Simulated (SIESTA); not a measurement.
A short convergence ladder for Hf2Ge (Fmm2, 6 atoms in the cell)

```xyz
6
Lattice="-3.2804 3.2804 2.6385 3.2804 -3.2804 2.6385 3.2804 3.2804 -2.6385" Properties=species:S:1:pos:R:3 pbc="T T T"
Hf     1.0219     2.2585     0.0000
Hf     2.2585     1.0219     2.6385
Hf     4.3377     1.0573     0.0000
Hf    -1.0219     2.2585     2.6385
Ge     0.0000     0.0000     1.3193
Ge     0.0000     0.0000     3.9578
```

Base method: GGA PBEsol, numerical atomic orbitals DZP, PseudoDojo PBEsol standard norm-conserving potentials (rewritten from UPF to PSML) run with SIESTA.

Base settings: XC.functional = GGA; XC.authors = PBEsol; potentials = PseudoDojo PBEsol standard; PAO.BasisSize = DZP; PAO.EnergyShift = 0.005 Ry; MeshCutoff = 350 Ry; kgrid.MonkhorstPack = 3 3 3; OccupationFunction = FD; ElectronicTemperature = 0.1 eV; MaxSCFIterations = 150.

Core times come from one kind of shared machine, to one figure; runs under 30 s give none.

**The setting basis size**

Level: DFT, GGA PBEsol, numerical atomic orbitals TZDP, PseudoDojo PBEsol standard norm-conserving potentials (rewritten from UPF to PSML).

Moved along: PAO.BasisSize.

The second cell is the first with its lattice scaled by 0.98.

The mesh stays at the base's, so the ladder's end is converged at best in this setting alone.

The sets are ordered by size and need not be nested.

Only quantities that move along the ladder and can be compared are tabulated.

| basis (functions) | energy of the compressed cell less the first (meV/atom) | pressure (GPa) | largest difference of a force vector from the last step's (eV/Å) | core time / last (rough) |
|---|---|---|---|---|
| SZ (58) | -6.14 | -5.72 | 0.241 | – |
| SZP (80) | 42.84 | 1.37 | 0.279 | 0.3 |
| DZ (90) | 20.71 | -1.52 | 0.261 | 0.2 |
| DZP (112) | 30.69 | -0.24 | 0.136 | 0.6 |
| TZP (144) | 28.63 | -0.41 | 0.046 | 0.7 |
| TZDP (166) | 32.18 | 0.08 | 0.000 | 1 |

Coarsest basis (functions) that holds the forces within 0.02 eV/Å: not settled: the last two steps still differ by 0.046 eV/Å, over half the tolerance, so the ladder does not show it.

Coarsest basis (functions) that holds the energy of the compressed cell less the first within 2 meV/atom: not settled: the last two steps still differ by 3.6 meV/atom, over half the tolerance, so the ladder does not show it.

Coarsest basis (functions) that holds the pressure within 1 GPa of the last step, with all finer ones: DZP (112); the step before is off by 1.6 GPa.

On the base run: the starting cell comes from a database of computed structures (which also holds hypothetical and non-ambient phases and stackings), without a prior relaxation at this level. Its lattice was rescaled by up to half a per cent. One atom was moved a little off its site on purpose. Values carry the incompleteness of an atom-centred basis. Without a gap this mesh is coarse (it stands for a supercell whose shortest vector is 16 Å).
